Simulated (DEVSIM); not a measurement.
Device: Ni/Si3N4/p-In0.53Ga0.47As capacitor, at 300 K.

```
layer (left to right)        material  thickness (nm)  Na (cm⁻³)
---------------------  --------------  --------------  ---------
1                               Si3N4            3.80          -
2                      In0.53Ga0.47As             650     7.7e17
```

Metal gate on the left, work function 5.1 eV. Fixed charge at the semiconductor interface 4.9e10 cm⁻² (in units of +e); no interface traps.

The device is made up for the run: typed textbook-type constants, with dimensions and the other settings drawn at random. Values at 300 K; Nc and Nv go as T^1.5, mobilities as T to minus their exponent, the gap by Varshni's rule with the affinity fixed.

```csv
parameter,Si3N4,In0.53Ga0.47As
gap (eV),5.1,0.74
affinity (eV),2.1,4.51
permittivity,7.5,13.9
Nc (cm⁻³),-,2.1e17
Nv (cm⁻³),-,7.7e18
Varshni α (eV/K),-,0.00035
Varshni β (K),-,190
```

DEVSIM, 1D Poisson equation in equilibrium, Boltzmann statistics, complete ionisation; no quantum confinement or tunnelling. Metal contacts follow the ideal Schottky-Mott rule: no Fermi-level pinning, no interface dipoles.

The temperature was swept, all else fixed.

| temperature (K) | minimum of the low-frequency capacitance (μF/cm²) | flat-band voltage (V) |
|---|---|---|
| 250 | 0.294 | -0.13 |
| 300 | ___ | -0.09 |
| 350 | 0.319 | -0.06 |
| 400 | 0.330 | -0.03 |
| 450 | 0.345 | 0.00 |
| 500 | 0.364 | 0.04 |

Some entries are withheld; supply them.


- 300, minimum of the low-frequency capacitance (μF/cm²): 0.309
